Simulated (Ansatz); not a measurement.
Start from an 8-atom supercell of C in the diamond structure (space group Fd-3m, No. 227; a = 3.5603 Å) at its relaxed geometry.

The values are results of r2SCAN (Ansatz, a quantum-chemistry and plane-wave program, PAW, no spin-orbit coupling), not measurements.

One neutral defect a cell, atoms relaxed at fixed cell.

One change was made to it. Results:

The pressure goes from zero to 63.4 GPa; the largest displacement of a host atom from its site in the perfect cell amounts to 0.07 Å.

Task: Which of these changes matches the shifts?
A. Pb on a C site
B. Li interstitial (started 1.45 Å from the nearest host atom)
C. C vacancy
D. Mo on a C site

Result: B, Li interstitial (started 1.45 Å from the nearest host atom). For comparison, the pressure in the other runs: Mo on a C site gives 165.7 GPa; Pb on a C site gives 234.6 GPa; C vacancy gives -0.5 GPa.

Other magnetic orders, which the real material may have, were not ruled out. In so small a cell the defect repeats every few ångströms: this is an ordered compound, not a dilute defect. A case with no gap was solved on a k-mesh chosen for an insulator, which is coarse for it. Seeded moments were not kept for Li interstitial (started 1.45 Å from the nearest host atom), Pb on a C site and C vacancy.
